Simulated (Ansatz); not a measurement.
Consider Ge in the diamond structure (space group Fd-3m, No. 227).

```yaml
crystal:
  lattice:
    - [0.00000, 2.83729, 2.83729]
    - [2.83729, 0.00000, 2.83729]
    - [2.83729, 2.83729, 0.00000]
  atoms:
    - { symbol: Ge, position: [0.00000, 0.00000, 0.00000] }
    - { symbol: Ge, position: [0.25000, 0.25000, 0.25000] }
```

Cartesian axes are those of the cell as printed.

Calculations: DFT with r2SCAN, PAW potentials and a 500 eV plane-wave cutoff in Ansatz (a quantum-chemistry and plane-wave program), without spin-orbit coupling.

Base values:

| Quantity | Value |
|---|---|
| Pressure | 0.00 GPa |

Modification: biaxial strain +2.58 %, plane normal [001], relaxed out of plane (Cartesian); in-plane vectors clamped, the third vector and the atoms free.

Problem. Estimate the effect on the energy relative to the base.

Solution. The energy goes up by 12 meV/atom.

Problem. What does the calculation give for the ratio −ε⊥/ε∥ after the change?

Solution. The ratio −ε⊥/ε∥ is 0.69.

Problem. How does this affect the pressure?

Solution. The pressure (mean of the normal stresses, compression positive) goes from zero to -2.13 GPa.

Stability against distortions was not tested.
